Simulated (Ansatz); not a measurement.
CaF2(111)-slab (9 atoms), space group P-3m1.

The geometry comes from a PBE+D3(BJ) relaxation.

```
CELL_PARAMETERS angstrom
      3.76335     0.00000     0.00000
     -1.88168     3.25916     0.00000
      0.00000     0.00000    25.88100
ATOMIC_POSITIONS crystal
  F  0.00000 0.00000 0.34070
  Ca 0.33333 0.66667 0.37436
  F  0.66667 0.33333 0.40685
  F  0.33333 0.66667 0.46757
  Ca 0.66667 0.33333 0.50000
  F  0.00000 0.00000 0.53243
  F  0.66667 0.33333 0.59315
  Ca 0.00000 0.00000 0.62564
  F  0.33333 0.66667 0.65930
```

Level of theory: HSE06 (plane waves to 420 eV, PAW; Ansatz, an electronic-structure program). No spin–orbit coupling. Its k-point mesh 9×9×1, Fermi–Dirac width 0.01 eV. HSE06 ran on meshes of its own (9×9×1); its edges and gaps are taken over the mesh and over extra points off it, mostly where PBE has its edges.

**Question.** List the levels next to the gap at (0.000, 0.458, 0.000) of this cell's own (folded) zone, from the top of the valence band (the table ends after a fixed count of bands, which can cut a degenerate set).

**Answer.** 
| band | E − E_v (eV) |
|---|---|
| v4 | -0.311 |
| v3 | -0.253 |
| v2 | -0.090 |
| v1 | 0.000 |
| c1 | 10.612 |
| c2 | 10.898 |
| c3 | 11.262 |
| c4 | 11.484 |
